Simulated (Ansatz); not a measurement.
The parent structure is GaAs in the zinc blende structure (space group F-43m, No. 216; a = 5.7461 Å).

The values are results of PBE (Ansatz, a first-principles code, PAW, no spin-orbit coupling), earlier PAW set, not measurements.

Before the change:

```
Property                             Value
-----------------------------  -----------
Density                         5.06 g/cm³
Gap character                  direct at Γ
Smallest direct gap                0.16 eV
Band gap                           0.16 eV
Width of the top valence band      3.12 eV
```

Modification: B takes the place of Ga on all its sites, then cell and atoms are relaxed.

Tabulated Pauling electronegativity and covalent radius: Ga 1.81, 1.22 Å; B 2.04, 0.84 Å.

Estimate the effect on the density.

The density goes up by 0.06 g/cm³ (5.06 g/cm³ → 5.12 g/cm³).

Predict the new gap character.

The gap character goes from direct at Γ to indirect, Γ → Γ–X (82 % along).

Estimate the effect on the smallest direct gap.

The smallest direct gap rises by 3.09 eV to 3.25 eV.

How does this affect the band gap?

The band gap grows by 1.05 eV (0.16 eV → 1.21 eV).

What does the calculation give for the width of the top valence band after the change?

The width of the top valence band increases by 1.95 eV, from 3.12 eV to 5.07 eV.

Whether these cells are dynamically stable was not tested. A zero or small gap of GaAs can be the functional's error rather than a property of the material.
